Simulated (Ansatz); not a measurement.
For AlO (model structure, started from the beta GaS type, P6₃/mmc, No. 194, 8 atoms in the cell), LDA (plane waves, PAW; Ansatz, a quantum-chemistry and plane-wave program) gives:

| Property | Result |
|---|---|
| equilibrium lattice constant a | 2.938 Å |
| lattice parameter c | 12.520 Å |
| bulk modulus | 60.5 GPa |
| cohesive energy | 6.44 eV/atom |
| band gap | 0.95 eV |

Task: What does r²SCAN in Ansatz (plane waves, PAW) give for the same quantities?

Result: 
- lattice constant a: 2.951 Å (increases by 0.4 %)
- lattice parameter c: 13.106 Å (grows by 4.7 %)
- bulk modulus: 40.1 GPa (shrinks by 34 %)
- cohesive energy: 5.67 eV/atom (drops by 0.77 eV/atom)
- band gap: 1.28 eV (goes up by 0.33 eV)

Changes are worked out from the printed values.

Unless a cell is named, each level is at its own relaxed cell (LDA 11.70, r²SCAN 12.35 Å³/atom).

Density-functional gaps are differences of (generalised) Kohn–Sham levels.

Caveats: the bulk modulus is −V dP/dV from two relaxed cells at ±2 % in volume (LDA, r²SCAN). Ansatz's density-functional and Hartree–Fock values are scalar-relativistic unless marked +SOC, with PAW data made under PBE.

A model structure was made by putting elements into a prototype or built by hand; it is no filed structure, need not be a known phase, and can be a saddle point held by its symmetry.
